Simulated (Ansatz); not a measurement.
A relaxation of cell and atoms of MoCl6 (P-31m, 7 atoms in the cell) with Ansatz (a first-principles code).

Level of theory: LDA (PW92), default PAW files made with PBE (plane waves; Ansatz).

The change in words: atoms on their sites; basis.ecutwfc: 420 eV → 210 eV; relax: default → cell and atoms. Reference geometry:
```
CELL_PARAMETERS angstrom
      6.15496     0.00000     0.00000
     -3.07748     5.33035     0.00000
      0.00000     0.00000     5.64892
ATOMIC_POSITIONS crystal
  Mo 0.00000 0.00000 0.50885
  Cl 0.30361 0.30361 0.26629
  Cl 0.69639 0.69639 0.73371
  Cl 0.69639 0.00000 0.26629
  Cl 0.30361 0.00000 0.73371
  Cl 0.00000 0.69639 0.26629
  Cl 0.00000 0.30361 0.73371
```

Reference input (self-consistent single point, DFT, LDA (PW92), plane waves, default PAW files made with PBE): basis.ecutwfc = 420 eV; kpoints.mp_grid.grid = 4 4 4; hamiltonian.xc = lda; hamiltonian.pseudopotentials = {kind: paw} (the program's default PAW files); scf.occupations.method = fixed. This run's input differs from it in these lines:

Ansatz 0.2 input:
```diff
@@ -7,3 +7,3 @@
   atoms:
-    - { symbol: Mo, position: [0.00000000, 0.00000000, 0.50885100] }
+    - { symbol: Mo, position: [0.00000000, 0.00000000, 0.50000000] }
     - { symbol: Cl, position: [0.30361000, 0.30361000, 0.26629000] }
@@ -15,3 +15,3 @@
 basis:
-  ecutwfc: 420.0
+  ecutwfc: 210.0
 kpoints:
@@ -23,2 +23,4 @@
   occupations: { method: fixed }
+relax:
+  cell: {}
 output:
```

Log, with long lists cut:

```
   [... SCF lines of the steps left out ...]
relax step   1: F+E_penalty+E_count = -11107.72801692 eV  Δ(F+E_penalty+E_count) = +0.000e0 eV  max|allowed force component| = 2.630e-1 eV/Å  Δτ_max = 0.0000 Å  P = -2.707 GPa  Ω = 185.330 Å³  (8 SCF iters, dr2 threshold 1.00e-7 eV, accepted)
relax step   2: F+E_penalty+E_count = -11110.15880102 eV  Δ(F+E_penalty+E_count) = -2.431e0 eV  max|allowed force component| = 2.663e-1 eV/Å  Δτ_max = 0.0833 Å  P = +9.062 GPa  Ω = 161.282 Å³  energy of the carried Pulay correction = +2.878e0 eV  (7 [...]
   [... lines left out ...]
relax step  34: F+E_penalty+E_count = -11107.96028870 eV  Δ(F+E_penalty+E_count) = -3.937e-4 eV  max|allowed force component| = 2.002e-4 eV/Å  Δτ_max = 0.0004 Å  P = -0.002 GPa  Ω = 152.841 Å³  energy of the carried Pulay correction = +3.812e-4 eV  [...]
relax step  35: F+E_penalty+E_count = -11107.96028870 eV  Δ(F+E_penalty+E_count) = -1.710e-10 eV  max|allowed force component| = 1.979e-4 eV/Å  Δτ_max = 0.0000 Å  P = -0.004 GPa  Ω = 152.841 Å³  stress off target by 4.38e-2 GPa  SCF on the basis [...]
basis re-selected at this cell: Δ(F+E_penalty+E_count) = -1.710e-10 eV, ΔP = -0.002 GPa vs the last step
the relaxation is at rest under the 12 symmetry operations that the run kept from its start: a minimum is not shown …
Stability not checked: this state was not tested for a lower state beside it, because too few of the mixer's solves of this state at the end of the SCF gave a …
Free energy (F): -11107.960289 eV
Internal energy: -11107.960289 eV  (E = F + TS)
   [... lines left out ...]
Fermi energy:    4.121804 eV
  cell:  # Å, volume = 152.8411 Å³
   [... lines left out ...]
    - { symbol: Cl, position: [0.6816884018369708, -2.833093912021922e-20, 0.24993287383729057] }
    - { symbol: Cl, position: [0.31831159816302895, -2.833093912021922e-20, 0.7500671261627094] }
    - { symbol: Cl, position: [1.6653345369377348e-16, 0.6816884018369711, 0.24993287383729057] }
    - { symbol: Cl, position: [2.775557561562892e-17, 0.318311598163029, 0.7500671261627097] }
```

The run converged. 

Summary of the result:
```
Property                                                                                                                 Result
------------------------------------------------  -----------------------------------------------------------------------------
Free energy E − TS (on the zero of these files)                                                                  -11107.9603 eV
Top of the valence band (on the code's own zero)                                                                        4.12 eV
Gap on the k-point mesh                                                                                                 0.73 eV
Pressure                                                                                                               0.00 GPa
Final cell                                        a = 5.8061 Å, b = 5.8061 Å, c = 5.2353 Å, α = 90.00°, β = 90.00°, γ = 120.00°
Final volume per atom                                                                                                  21.83 Å³
Relaxation steps                                                                                                             35
```

The starting cell comes from a database of computed structures (which also holds hypothetical and non-ambient phases and stackings), without a prior relaxation at this level. Its lattice was rescaled by up to half a per cent. The relaxation keeps the symmetry of its start, so its end need not be a minimum. Ansatz's pressure includes its estimate of the finite-basis (Pulay) stress. Without the estimate this run gives -21.21 GPa. The cutoff lies below the one recommended for these files.

Cost on one core of a shared machine: roughly 70 s.
